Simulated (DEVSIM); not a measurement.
Device: GaP/Si n-p heterojunction, at 300 K.

Layer 1 from the left is GaP, thickness (μm) 0.280, Nd (cm⁻³) 4.6e16, τn (s) 3.2e-7, τp (s) 3.2e-7. Layer 2 from the left is Si, thickness (μm) 4.50, Na (cm⁻³) 1.7e17, τn (s) 3.2e-7, τp (s) 3.2e-7.

Left contact: ohmic. Right contact: ohmic. Voltage is applied to the left contact. Recombination: SRH at mid-gap, radiative. Mobility is constant in doping.

This is a model device: material constants are rounded textbook-type values typed into the input, and sizes, dopings and lifetimes were drawn at random. Values at 300 K.

GaP: gap (eV) 2.26, affinity (eV) 3.8, permittivity 11.1, Nc (cm⁻³) 1.8e19, Nv (cm⁻³) 1.9e19, μn (cm²/Vs) 250, μp (cm²/Vs) 150, B (cm³/s) 1e-13. Si: gap (eV) 1.124, affinity (eV) 4.05, permittivity 11.7, Nc (cm⁻³) 2.86e19, Nv (cm⁻³) 3.1e19, μn (cm²/Vs) 1417, μp (cm²/Vs) 470, B (cm³/s) 4.7e-15.

Model (solved in DEVSIM): 1D drift-diffusion, Boltzmann statistics, complete ionisation; no tunnelling, impact ionisation, image-force lowering or self-heating. Band offsets follow the typed affinities; no thermionic-emission limit at abrupt steps, no polarisation charge.

Problem. What does the simulation give for the dark forward voltage at 100 A/cm², the potential step across the device at zero bias?

Solution. dark forward voltage at 100 A/cm² 0.864 V; potential step across the device at zero bias 1.085 V.
